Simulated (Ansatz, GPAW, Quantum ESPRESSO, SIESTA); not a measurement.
**MgTl (Pm-3m, 2 atoms in the cell) computed with different codes at matched settings**

Relaxation of cell and atoms.

```
MgTl
1.0
    3.63780     0.00000     0.00000
    0.00000     3.63780     0.00000
    0.00000     0.00000     3.63780
Mg Tl
1 1
Direct
  0.00000   0.00000   0.00000
  0.50000   0.50000   0.50000
```

Shared settings, as Ansatz (a program for electronic structure) writes them: kpoints.mp_grid.grid = 7 7 7; scf.occupations.method = gaussian; scf.occupations.width = 0.272 eV. Potentials and cutoffs stand in the table.

| code | model | final volume (Å³/atom) | cutoff |
|---|---|---|---|
| Ansatz | PBEsol, default PAW files made with PBE | 23.47 | default |
| SIESTA | GGA PBEsol, numerical atomic orbitals DZP, PseudoDojo PBEsol standard norm-conserving potentials (rewritten from UPF to PSML) | 25.55 | grid 300 Ry |
| Quantum ESPRESSO | PBEsol, PseudoDojo standard norm-conserving (PBESOL) pseudopotentials | 23.50 | 85 Ry |
| GPAW | PBEsol, GPAW PAW datasets PBEsol (made by gpaw-setup) | 23.28 | 800 eV |

On Ansatz's run: spin-orbit coupling is off.

The spread over the programs that give each value: final volume within 2.27 Å³/atom.

SIESTA uses small atom-centred bases, whose incompleteness enters pressures, forces and empty levels differently from a plane-wave cutoff. The programs treat the finite-basis stress differently while the cell relaxes: Ansatz adds an estimate of it.

The starting cell comes from a database of computed structures (which also holds hypothetical and non-ambient phases and stackings), without a prior relaxation at this level.

Keys are those of Ansatz 0.2.
